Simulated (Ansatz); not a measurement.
The starting structures come from a database of crystals and need not be the phases stable at ambient conditions.

 Where the default PAW files enter, the runs use the earlier of Ansatz's two default sets.

Tunnelling through a barrier is set by its complex band structure: the current falls as exp(−2κd) with the smallest κ.

Input:

```yaml
crystal:
  lattice:
    - [4.46933, 0.00000, 0.00000]
    - [0.00000, 6.51781, 0.00000]
    - [2.23467, 0.00000, 3.87055]
  atoms:
    - { symbol: Sr, position: [0.00000, 0.50000, 0.00000] }
    - { symbol: Mg, position: [0.66667, 0.12294, 0.66667] }
    - { symbol: Mg, position: [0.33333, 0.87706, 0.33333] }
    - { symbol: Fe, position: [0.00000, 0.00000, 0.00000] }
    - { symbol: H, position: [0.83911, 0.85647, 0.32178] }
    - { symbol: H, position: [0.16089, 0.14353, 0.67822] }
    - { symbol: H, position: [0.83911, 0.85647, 0.83911] }
    - { symbol: H, position: [0.16089, 0.14353, 0.16089] }
    - { symbol: H, position: [0.32178, 0.85647, 0.83911] }
    - { symbol: H, position: [0.67822, 0.14353, 0.16089] }
    - { symbol: H, position: [0.66667, 0.41434, 0.66667] }
    - { symbol: H, position: [0.33333, 0.58566, 0.33333] }
```

Space group of this cell: P-3m1. The cell is taken as given; by PBEsol its mean pressure is -0.6 GPa.

Transport runs along the normal of the first two printed cell vectors, the (100) plane of the conventional cell.

The gap is the functional's own. No spin-orbit coupling. Mid-gap values are interpolated on the energy grid.

Question: State the band gap and the smallest decay constant κ at mid-gap according to PBEsol run with Ansatz (an electronic-structure program).

Answer: Gap 1.60 eV on a 8×6×8 mesh; κ = 0.328 1/Å, at (0.000, 0.167) of the in-plane reciprocal vectors. At the zone centre, at the nearest computed energy, the slowest state has κ = 0.33 1/Å.
